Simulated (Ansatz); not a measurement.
**Response to strain in SiSe2**

Base system: SiSe$_{2}$ (space group Ibam, No. 72; a = 6.301 Å, b = 9.302 Å, c = 5.856 Å; made of chains). Axes: x, y, z lie along a, b, c of the conventional cell.

Strains are applied to the cell and any free atomic positions relax.

Level of theory: PBEsol (Ansatz, a program for electronic structure; PAW; 420 eV plane waves; spin-orbit coupling left out).

Candidates:
(a) strain tensor (xx, yy, zz, yz, xz, xy) = (−0.36, −0.93, +1.33, −0.38, +0.49, −0.98) %
(b) isotropic strain −0.97 %
(c) isotropic strain −0.51 %
(d) strain tensor (xx, yy, zz, yz, xz, xy) = (+1.70, +1.06, −1.00, −0.94, +0.22, +0.76) %

Before the change:

The band gap comes out as 1.65 eV.

Task: Order them by band gap, lowest first.

Result: (b) isotropic strain −0.97 % (1.58 eV), (c) isotropic strain −0.51 % (1.61 eV), (a) strain tensor (xx, yy, zz, yz, xz, xy) = (−0.36, −0.93, +1.33, −0.38, +0.49, −0.98) % (1.65 eV), (d) strain tensor (xx, yy, zz, yz, xz, xy) = (+1.70, +1.06, −1.00, −0.94, +0.22, +0.76) % (1.71 eV)

No phonon test of stability was made. No dispersion term is included in the PBEsol runs.
